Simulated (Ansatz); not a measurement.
## Hypothetical diamond B, response to strain

The reference is B in the diamond structure (space group Fd-3m, No. 227; a hypothetical phase, not in the database extracts checked; relaxed with 0.1 eV smearing).

```
B
1.0
    0.00000     2.01632     2.01632
    2.01632     0.00000     2.01632
    2.01632     2.01632     0.00000
B
2
Direct
  0.25000   0.25000   0.25000
  0.00000   0.00000   0.00000
```

Cartesian axes are those of the cell as printed.

Strains are applied to the cell and any free atomic positions relax.

Method: PBEsol (Ansatz, a program for electronic structure; PAW; 420 eV plane waves; no spin-orbit coupling).

Candidates:
(a) isotropic strain +0.15 %
(b) isotropic strain −5.95 %
(c) isotropic strain −2.17 %
(d) uniaxial strain ε_xx = +3.65 %

Notes on the quantities. energy relative to the base: free energy F.

Q: Order them by energy relative to the base, lowest first.

A: (a) isotropic strain +0.15 % (+0.1 meV/atom), (d) uniaxial strain ε_xx = +3.65 % (+3.7 meV/atom), (c) isotropic strain −2.17 % (+21 meV/atom), (b) isotropic strain −5.95 % (+174 meV/atom)

No phonon test of stability was made.
